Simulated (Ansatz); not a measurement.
Ansatz (an electronic-structure program), DFT, PBE, plane waves, its default PAW files: cubic perovskite SrTiO3, atoms displaced (Sr8Ti8O24), 40 atoms. Basis and mesh were picked for this test and aren't claimed converged.

Ansatz 0.2 input:
```yaml
crystal:
  lattice:
    - [7.81, 0.0, 0.0]
    - [0.0, 7.81, 0.0]
    - [0.0, 0.0, 7.81]
  atoms:
    - { symbol: Sr, position: [0.004247, 0.994265, 0.998734] }
    - { symbol: Sr, position: [0.997705, 0.000429, 0.498157] }
    - { symbol: Sr, position: [0.001097, 0.501266, 0.999959] }
    - { symbol: Sr, position: [0.004592, 0.493901, 0.492765] }
    - { symbol: Sr, position: [0.495845, 0.007176, 0.009934] }
    - { symbol: Sr, position: [0.500989, 0.000835, 0.501658] }
    - { symbol: Sr, position: [0.494618, 0.499164, 0.995808] }
... (30 lines of coordinates left out) ...
    - { symbol: O, position: [0.750065, 0.748698, 0.506021] }
    - { symbol: O, position: [0.501197, 0.74696, 0.745736] }
    - { symbol: O, position: [0.75373, 0.496055, 0.748697] }
kpoints:
  mp_grid: { grid: [2, 2, 2] }
hamiltonian:
  xc: pbe
  pseudopotentials: { kind: paw }
scf:
  occupations: { method: fixed }
output:
  forces: true
```

The program reports k-points after symmetry: 8, bands at the start: 200, electrons: 320, plane waves at Γ: 9315, cutoff (eV): 420, FFT grid: 54×54×54, symmetry operations: 1.

Machine: one whole node with four NVIDIA GB200 cards and two Grace (Neoverse V2) sockets of 72 cores, of which 136 in all may be used; each card has its host threads on the socket beside it.

Times are medians of repeated runs, from launch to exit, start-up of the cards included. No other job ran on the node; its own services took about 4 cores, and under one core (or 1.5 %) of those that a run was pinned to. Unless noted, each process is bound to its own block of adjacent cores. The build: release build for Arm (Neoverse V2), with CUDA, one process with threads; another build can shift the numbers. Scratch files lie in a memory file system.

Started as
```bash
OMP_NUM_THREADS=32 ANSATZ_TIMINGS=1 ansatz run --backend cuda --devices 1 --threads 32 --max-ram 600GiB --events-out run.ndjson --runs-dir run.runs --progress --plain run.yaml
```
(1 card, 32 host threads, scf.eigensolver.kind = auto (default), scf.eigensolver.mixed_precision = false (default)) it takes 1.1 s and 7 SCF iterations.

Q: Predict the time once the run is changed to scf.eigensolver.kind = davidson, scf.eigensolver.mixed_precision = true.

A: About 1.7 s (5 runs within 3 %): 1.5× as long. The largest move is in band solves (diag): 0.11 s to 0.77 s. The band solves carry the change: the iterations make 24454 against 37440 applications of H to a band, at 0.0045 against 0.021 ms of diag time each. As resolved by the program: band solver band_cg against davidson, real-arithmetic solve true against false. Applications of H to a band go from 24796 to 41478. Launch, exit and the like take 0.53 s of the 1.1 s. Change in the result: energy under 0.001 meV/atom, forces (largest component) 0.038 meV/Å.
